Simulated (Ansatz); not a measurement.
Here is the system:

End structure of a constructed model of the (111) surface of fcc Ni, ferromagnetic, a layer of Cr in place of the second plane (bottom of the slab: a bare face, its two planes held):

```yaml
crystal:
  lattice:
    - [2.48857, 0.00000, 0.00000]
    - [-1.24429, 2.15517, 0.00000]
    - [0.00000, 0.00000, 26.50000]
  atoms:
    - { symbol: Ni, position: [0.33333, 0.66667, 0.30491] }
    - { symbol: Ni, position: [0.66667, 0.33333, 0.38159] }
    - { symbol: Ni, position: [0.00000, 0.00000, 0.45811] }
    - { symbol: Ni, position: [0.33333, 0.66667, 0.53618] }
    - { symbol: Cr, position: [0.66667, 0.33333, 0.61331] }
    - { symbol: Ni, position: [0.00000, 0.00000, 0.68898] }
```

Set-up: 6 atoms, 10.3 Å thick at the start (thin: gaps and levels are the slab's own); mesh 17x17x1; 0.1 eV smearing; dipole correction on; 2 atoms held, the rest relaxed; held to the start's symmetry, so lower structures may exist; spin-polarised, ending with about 2.4 μB a cell; orders that need a larger cell were not tried, no spin-orbit, no U. It is one candidate, not shown to be the stable structure of the face.

Q: What work function of the top face does PBE (Ansatz, a program for electronic structure) give?

A: 4.62 eV
